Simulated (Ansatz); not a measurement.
Input:

End structure of NH3 on the 1x1 (110) surface of bcc Ta, one in a 2x2 cell, started at the site 'bridge Ta-Ta (span 3.3 Å)':

```
CELL_PARAMETERS angstrom
      5.74873     0.00000     0.00000
     -1.91624     5.41995     0.00000
      0.00000     0.00000    26.50000
ATOMIC_POSITIONS crystal
  Ta 0.25000 0.25000 0.37115
  Ta 0.25000 0.75000 0.37115
  Ta 0.75000 0.25000 0.37115
  Ta 0.75000 0.75000 0.37115
  Ta 0.00000 0.00000 0.45545
  Ta 0.00000 0.50000 0.45545
  Ta 0.50000 0.00000 0.45545
  Ta 0.50000 0.50000 0.45545
  Ta 0.25079 0.25094 0.54484
  Ta 0.24908 0.75100 0.54403
  Ta 0.75092 0.24911 0.54404
  Ta 0.74923 0.74936 0.54500
  Ta 0.00064 0.00076 0.63719
  Ta 0.99956 0.50056 0.62796
  Ta 0.50026 0.99965 0.62797
  Ta 0.49928 0.49898 0.62830
  N  0.99830 0.00073 0.72494
  H  0.17335 0.03576 0.73852
  H  0.93294 0.13620 0.73730
  H  0.88580 0.83354 0.73802
```

Set-up: 20 atoms, 6.8 Å thick at the start under the adsorbate (thin: gaps and levels are the slab's own); mesh 5x5x1; 0.1 eV smearing; dipole correction on; 8 atoms held, the rest relaxed; no symmetry held; no spin, no spin-orbit, no U, no dispersion correction. At the end it is bonded to Ta. In PBE it is, or lies within 0.03 eV of, the lowest of the starts that converged.

A negative adsorption energy means that the adsorbate is more stable on the surface than in its reference.

### Question
Predict the change of the work function from PBE run with Ansatz (an electronic-structure program).

### Answer
-2.14 eV

### Question
What is the computed change of the step from the bottom to the top vacuum level, against the clean slab (PBE)?

### Answer
-2.11 eV

### Question
What is the computed adsorption energy against NH3(g) (PBE)?

### Answer
-0.77 eV

### Question
Estimate the work function of the top face that PBE returns for this input.

### Answer
2.63 eV
